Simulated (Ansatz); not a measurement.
Output of an Ansatz run (abridged):

```
WARN ansatz: RAYON_NUM_THREADS=1 ignored (pool sized by the plan → 1); use --threads N
Pseudopotentials: kind: paw
Pseudopotential: Sr, paw, valence charge 10
Pseudopotential: Mg, paw, valence charge 10
Pseudopotential: Al, paw, valence charge 3
Crystal: 8 atoms, lattice volume = 203.068 Å³
Basis set: ecut = 420 eV, 3985 PW (Γ)
Bands: 45, of which v1, the nominal top of the filled ones, is band 37 counted from 1 (36 counted from 0)
Symmetry: 4 space group operations
Space group: Amm2 (ITA 38), of the structure as read, at distance tolerance 5.9e-5 Å
k-points: 21 of 80 (time reversal used)
PAW frozen core: Sr, regenerated for the run's functional, and the local potential with it
PAW frozen core: Mg, regenerated for the run's functional, and the local potential with it
PAW frozen core: Al, regenerated for the run's functional, and the local potential with it
Initial density: superposition of atomic densities (neutral atoms: chi_scale 0, normalization atom), corrected by the library's trained network
Initial wavefunctions: pseudopotential atomic-orbital guess
Eigensolver: davidson
Functional: x = slater, c = lda
SCF iter   1: F=—  HF=-15366.430448 eV  |F-HF|=—  |Δ(HF+E_count)|=         —  Δρ=5.64e-3  dr2=3.66e-2  ethr=1.77e-3  ⟨swp⟩=10.4  Hψ=4524  notcnv=0
all-band conjugate gradients solve this SCF's bands
preconditioner: auto → Kerker (q_TF=auto, 2.301 Å⁻¹)
SCF iter   2: F=—  HF=-15366.409852 eV  |F-HF|=—  |Δ(HF+E_count)|=   2.06e-2  S|Δr|=    0.00e0  Δρ=2.40e-3  dr2=1.21e-2  ethr=5.02e-5  ⟨swp⟩=2.0  Hψ=1830  notcnv=0
SCF iter   3: F=—  HF=-15366.407435 eV  |F-HF|=—  |Δ(HF+E_count)|=   2.42e-3  S|Δr|=    0.00e0  Δρ=8.05e-4  dr2=2.46e-3  ethr=1.66e-5  ⟨swp⟩=2.6  Hψ=1688  notcnv=0
SCF iter   4: F=—  HF=-15366.406984 eV  |F-HF|=—  |Δ(HF+E_count)|=   4.51e-4  S|Δr|=    0.00e0  Δρ=1.40e-4  dr2=8.88e-5  ethr=3.36e-6  ⟨swp⟩=2.0  Hψ=1035  notcnv=0
SCF iter   5: F=—  HF=-15366.406941 eV  |F-HF|=—  |Δ(HF+E_count)|=   4.29e-5  S|Δr|=    0.00e0  Δρ=3.99e-5  dr2=4.36e-6  ethr=1.22e-7  ⟨swp⟩=2.0  Hψ=1081  notcnv=0
SCF iter   6: F=—  HF=-15366.406940 eV  |F-HF|=—  |Δ(HF+E_count)|=   5.00e-7  S|Δr|=    0.00e0  Δρ=8.73e-6  dr2=1.99e-7  ethr=5.97e-9  ⟨swp⟩=2.3  Hψ=1649  notcnv=0
SCF iter   7: F=-15366.406940 eV  HF=-15366.406940 eV  |F-HF|=1.82e-8  |Δ(HF+E_count)|=   6.24e-8  S|Δr|=    0.00e0  Δρ=2.70e-6  dr2=2.18e-8  ethr=1.37e-10  ⟨swp⟩=11.0  Hψ=4055  notcnv=0
SCF 1 converged in 7 iterations: F = -15366.406940 eV  dr2 = 2.18e-8
SCF converged after 7 iterations
Stability not checked (fill_not_monotonic)
Free energy (F): -15366.406940 eV
Harris-Foulkes:  -15366.406940 eV  (|F-HF|=1.82e-8)
Internal energy: -15366.399007 eV  (E = F + TS)
E sigma→0 (E₀):  -15366.404957 eV
Entropy (-TS):   -0.007933 eV (-0.992 meV/atom)
Fermi energy:    5.523286 eV
--- Per-component energies (eV) ---
  E_band       = -2261.787148
  E_kinetic    = 715.826423
  E_local      = -10860.045758  (includes V_loc(G=0)·N_el)
  E_nonlocal   = 798.203626
  E_hartree    = 3857.307892
  E_xc         = -377.110794
  E_vxc        = -407.150399  (∫ρ·V_xc dr)
  E_paw        = -4669.664194  (= ΣΔE_a)
  E_vpaw       = -223.237400  (= ΣTr[D̂ρ^β])
  E_aug_tail   = -0.000003  (compensation charges beyond the density's cutoff)
  E_ewald      = -4832.168926
  E_core_change = 1.252728  (= ΣΔE_core)
  E_smearing   = -0.007933  (= −TS)
  E_closure    = -0.000000  (closes the sum)
  Σ components = -15366.406940   (vs F -15366.406940, Δ=0.00e0)
--- Forces (eV/Å), atoms counted from 1 ---
  atom   1  Sr    -0.00000000     0.00000000     0.02271141
  atom   2  Mg    -0.00000000    -0.07899838    -0.03062407
  atom   3  Mg    -0.00000000     0.07899838    -0.03062407
  atom   4  Mg    -0.00000000     0.00000000    -0.01494305
  atom   5  Mg     0.00000000    -0.08543458     0.03693337
  atom   6  Mg    -0.00000000     0.08543458     0.03693337
  atom   7  Mg    -0.00000000     0.00000000    -0.05139113
  atom   8  Al     0.00000000     0.00000000     0.03102223
  max |Σ_I F_I| component: 1.81e-5 eV/Å
--- Stress (GPa, compression-positive) ---
       -1.733649       0.000000       0.000000
        0.000000      -2.238061      -0.000000
        0.000000      -0.000000      -2.052678
  P = ⅓ Tr σ = -2.0081 GPa (-20.081 kbar)
  The stress holds the Pulay correction. Without it, at fixed plane waves, as pw.x and ABINIT print it: P = -2.0151 GPa
--- Band table (eV; the first three rows and the last of 21) ---
  k-point 0: bands = ["-70.1130", "-69.8277", "-69.8272", "-69.8172", "-69.8165", "-69.7385", "-37.5401", "-37.5383", "-37.5366", "-37.2646", "-37.2605", "-37.2595", "-37.2544", "-37.2532", "-37.2525", "-37.2511", "-37.2438", "-37.2403", "-37.2399", [...]
  k-point 1: bands = ["-70.1130", "-69.8277", "-69.8273", "-69.8172", "-69.8165", "-69.7385", "-37.5401", "-37.5382", "-37.5366", "-37.2639", "-37.2607", "-37.2590", "-37.2540", "-37.2537", "-37.2524", "-37.2512", "-37.2444", "-37.2403", "-37.2399", [...]
  k-point 2: bands = ["-70.1130", "-69.8276", "-69.8273", "-69.8172", "-69.8166", "-69.7385", "-37.5401", "-37.5382", "-37.5366", "-37.2630", "-37.2610", "-37.2584", "-37.2551", "-37.2529", "-37.2523", "-37.2513", "-37.2451", "-37.2402", "-37.2398", [...]
  k-point 20: bands = ["-70.1130", "-69.8277", "-69.8272", "-69.8172", "-69.8165", "-69.7385", "-37.5401", "-37.5382", "-37.5366", "-37.2648", "-37.2614", "-37.2599", "-37.2549", "-37.2533", "-37.2492", "-37.2486", "-37.2443", "-37.2438", [...]
```

The structure:

```xyz
8
Lattice="5.1440 0.0000 0.0000 0.0000 3.4009 5.8040 0.0000 -3.4009 5.8040" Properties=species:S:1:pos:R:3 pbc="T T T"
Sr     2.5720     0.0000     7.7776
Mg     0.0000    -1.8320     6.6863
Mg     0.0000     1.8320     6.6863
Mg     0.0000     0.0000     3.8710
Mg     2.5720    -1.7778     4.8569
Mg     2.5720     1.7778     4.8569
Mg     2.5720     0.0000     1.8980
Al     0.0000     0.0000     9.7989
```

**Question.** Write an input that gives this output.

**Answer.** Other spellings and defaults could give the same log, and not every line can be read from it. The input that was run (DFT, LDA (PW92), plane waves, default PAW files made with PBE):

Ansatz 0.2 input:
```yaml
# SrMg6Al
crystal:
  lattice:
    - [5.14400000, 0.00000000, 0.00000000]
    - [0.00000000, 3.40085000, 5.80395500]
    - [0.00000000, -3.40085000, 5.80395500]
  atoms:
    - { symbol: Sr, position: [0.50000000, 0.67003000, 0.67003000] }
    - { symbol: Mg, position: [0.00000000, 0.30666000, 0.84536000] }
    - { symbol: Mg, position: [0.00000000, 0.84536000, 0.30666000] }
    - { symbol: Mg, position: [0.00000000, 0.33348000, 0.33348000] }
    - { symbol: Mg, position: [0.50000000, 0.15704000, 0.67978000] }
    - { symbol: Mg, position: [0.50000000, 0.67978000, 0.15704000] }
    - { symbol: Mg, position: [0.50000000, 0.16351000, 0.16351000] }
    - { symbol: Al, position: [0.00000000, 0.84416000, 0.84416000] }
basis:
  ecutwfc: 420.0 eV
kpoints:
  mp_grid: { grid: [5, 4, 4] }
hamiltonian:
  xc: lda
  pseudopotentials: { kind: paw }
scf:
  occupations: { method: methfessel_paxton, width: 0.136 eV }
output:
  forces: true
  eigenvalues: true
  stress: true
```

The starting cell comes from a database of computed structures (which also holds hypothetical and non-ambient phases and stackings), without a prior relaxation at this level. Ansatz's pressure includes its estimate of the finite-basis (Pulay) stress.

Ansatz is a quantum-chemistry and plane-wave program.
